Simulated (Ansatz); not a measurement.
# CaSe: response to strain

Consider CaSe in the rock salt structure (space group Fm-3m, No. 225; a = 5.869 Å).

Strains are applied to the cell and any free atomic positions relax.

The values are results of PBEsol (Ansatz, a first-principles code; PAW; 420 eV plane waves; spin-orbit coupling left out), not measurements.

Candidates:
(a) isotropic strain −3.00 %
(b) isotropic strain −1.00 %
(c) isotropic strain +1.50 %
(d) isotropic strain +2.00 %

Before the change:

Band gap: 1.88 eV

Task: Order them by band gap, lowest first.

Result: (a) isotropic strain −3.00 % (1.61 eV), (b) isotropic strain −1.00 % (1.80 eV), (c) isotropic strain +1.50 % (1.99 eV), (d) isotropic strain +2.00 % (2.02 eV)

Stability against distortions was not tested.
